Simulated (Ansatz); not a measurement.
An Ansatz (a program for electronic structure) run: AlNi with a change (isotropic strain −1.48 %); PBE in Ansatz (plane waves to 420 eV, PAW, without spin-orbit coupling).

Input:

Ansatz 0.2 input:
```yaml
crystal:
  lattice:
    - [2.8502268722, 0, 0]
    - [0, 2.8502268722, 0]
    - [0, 0, 2.8502268722]
  atoms:
    - { symbol: Al, position: [0, 0, 0] }
    - { symbol: Ni, position: [0.5, 0.5, 0.5] }
basis: { ecutwfc: 420, ecutrho_ratio: 4, xc_grid: 2, fft_grid_basis: typed }
kpoints: { mp_grid: { grid: [16, 16, 16] } }
hamiltonian:
  xc: pbe
  dispersion: none
  pseudopotentials: { kind: paw }
scf: { occupations: { method: fermi_dirac, width: 0.05 }, convergence: { dr2_threshold: 0.0000000002 } }
relax: { f_tol: 0.005, max_steps: 50 }
output: { forces: true, stress: true }
checkpoint: { write: state.ck, write_every: 1000 }
```

Output:

```
Relaxation: its limit of steps is 50 (relax.max_steps)
WARN ansatz: RAYON_NUM_THREADS=1 ignored (pool sized by the plan → 1); use --threads N
Pseudopotentials: kind: paw
Pseudopotential: Al, paw, valence charge 3
Pseudopotential: Ni, paw, valence charge 18
Functional definition: PBE
Crystal: 2 atoms, lattice volume = 23.155 Å³
Basis set: ecut = 420 eV, 461 PW (Γ), exchange–correlation on 40×40×40 points (8 copies of the dense FFT grid, shifted against one another)
Bands: 15, of which v1, the nominal top of the filled ones, is band 11 counted from 1 (10 counted from 0)
Symmetry: 48 space group operations
Space group: Pm-3m (ITA 221), of the structure as read, at distance tolerance 2.9e-5 Å
k-points: 165 of 4096
Initial density: superposition of atomic densities (neutral atoms: chi_scale 0, normalization atom), corrected by the library's trained network
Initial wavefunctions: pseudopotential atomic-orbital guess
Eigensolver: davidson
Functional: x = pbe(κ = 0.804, μ = 0.2195149727645171), c = pbe(β = 0.06672455060314922)
SCF iter   1: F=—  HF=-6378.509382 eV  |F-HF|=—  |Δ(HF+E_count)|=         —  Δρ=3.05e-3  dr2=1.11e-3  ethr=1.77e-3  ⟨swp⟩=5.0  Hψ=11479  notcnv=0
all-band conjugate gradients solve this SCF's bands
preconditioner: auto → none
SCF iter   2: F=—  HF=-6378.509347 eV  |F-HF|=—  |Δ(HF+E_count)|=   3.44e-5  Δρ=1.63e-3  dr2=3.74e-4  ethr=5.27e-6  ⟨swp⟩=2.3  Hψ=4768  notcnv=0
SCF iter   3: F=—  HF=-6378.509329 eV  |F-HF|=—  |Δ(HF+E_count)|=   1.85e-5  Δρ=1.65e-4  dr2=4.46e-6  ethr=1.78e-6  ⟨swp⟩=1.0  Hψ=2455  notcnv=0  defer=8
SCF iter   4: F=—  HF=-6378.509423 eV  |F-HF|=—  |Δ(HF+E_count)|=   9.43e-5  Δρ=5.49e-5  dr2=2.81e-7  ethr=2.12e-8  ⟨swp⟩=2.3  Hψ=3620  notcnv=0  defer=8
SCF iter   5: F=—  HF=-6378.509424 eV  |F-HF|=—  |Δ(HF+E_count)|=   8.03e-7  Δρ=6.38e-6  dr2=1.46e-9  ethr=1.34e-9  ⟨swp⟩=2.4  Hψ=3695  notcnv=0  defer=8
SCF iter   6: F=—  HF=-6378.509424 eV  |F-HF|=—  |Δ(HF+E_count)|=   1.19e-9  Δρ=1.41e-6  dr2=5.72e-11  ethr=1.00e-12  ⟨swp⟩=4.7  Hψ=8574  notcnv=0
SCF iter   7: F=-6378.509424 eV  HF=-6378.509424 eV  |F-HF|=0.00e0  |Δ(HF+E_count)|=  8.64e-11  Δρ=1.99e-7  dr2=2.12e-12  ethr=1.00e-12  ⟨swp⟩=4.0  Hψ=7350  notcnv=0
SCF 1 converged in 7 iterations: F = -6378.509424 eV  dr2 = 2.12e-12
relax step   1: F+E_penalty+E_count = -6378.50942395 eV  Δ(F+E_penalty+E_count) = +0.000e0 eV  max|allowed force component| = 2.906e-29 eV/Å  Δτ_max = 0.0000 Å  (7 SCF iters, accepted)
the relaxation is at rest under the 48 symmetry operations that the run kept from its start: a minimum is not shown …
SCF converged after 7 iterations
Free energy (F): -6378.509424 eV
Harris-Foulkes:  -6378.509424 eV  (|F-HF|=0.00e0)
Internal energy: -6378.503073 eV  (E = F + TS)
E sigma→0 (E₀):  -6378.506248 eV
Entropy (-TS):   -0.006351 eV (-3.175 meV/atom)
Fermi energy:    14.547822 eV
--- Per-component energies (eV) ---
  E_band       = -326.465523
  E_kinetic    = 312.302325
  E_local      = -4401.382494  (includes V_loc(G=0)·N_el)
  E_nonlocal   = 647.523046
  E_hartree    = 1895.509644
  E_xc         = -126.864269
  E_vxc        = -141.404778  (∫ρ·V_xc dr)
  E_paw        = -2100.147562  (= ΣΔE_a)
  E_vpaw       = -534.523428  (= ΣTr[D̂ρ^β])
  E_aug_tail   = 0.000417  (compensation charges beyond the density's cutoff)
  E_ewald      = -2605.444180
  E_smearing   = -0.006351  (= −TS)
  E_closure    = 0.000000  (closes the sum)
  Σ components = -6378.509424   (vs F -6378.509424, Δ=0.00e0)
  [band-id]    e_kinetic+e_local+e_nonlocal+2·e_hartree+e_vxc+e_vpaw+e_augmentation_tail = -326.465625   (vs E_band -326.465523, Δ=-1.01e-4)
--- Forces (eV/Å), atoms counted from 1 ---
  atom   1  Al    -0.00000000     0.00000000    -0.00000000
  atom   2  Ni     0.00000000    -0.00000000     0.00000000
  max |Σ_I F_I| component: 4.29e-29 eV/Å
--- Stress (GPa, compression-positive) ---
        7.847874      -0.000000       0.000000
        0.000000       7.847874       0.000000
        0.000000       0.000000       7.847874
  P = ⅓ Tr σ = 7.8479 GPa (78.479 kbar)
  The stress holds the Pulay correction. Without it, at fixed plane waves, as pw.x and ABINIT print it: P = 7.7820 GPa
  The stress includes an estimate of the error left by incomplete SCF convergence (largest component 0.0001 GPa).
--- Band table ---
  band table: none
--- Relaxed structure (1 steps of the walk, 1 accepted, 0 SCFs on fresh bases) ---
  F+E_penalty+E_count = -6378.50942395 eV   max|allowed force component| = 2.906e-29 eV/Å
  atoms:
    - { symbol: Al, position: [0.0, 0.0, 0.0] }
    - { symbol: Ni, position: [0.49999999999999994, 0.49999999999999994, 0.49999999999999994] }
```

No phonon test of stability was made. The final runs are not spin-polarised. The cell was made from AlNi in the CsCl type structure (space group Pm-3m, No. 221; non-magnetic) by this change: isotropic strain −1.48 %.
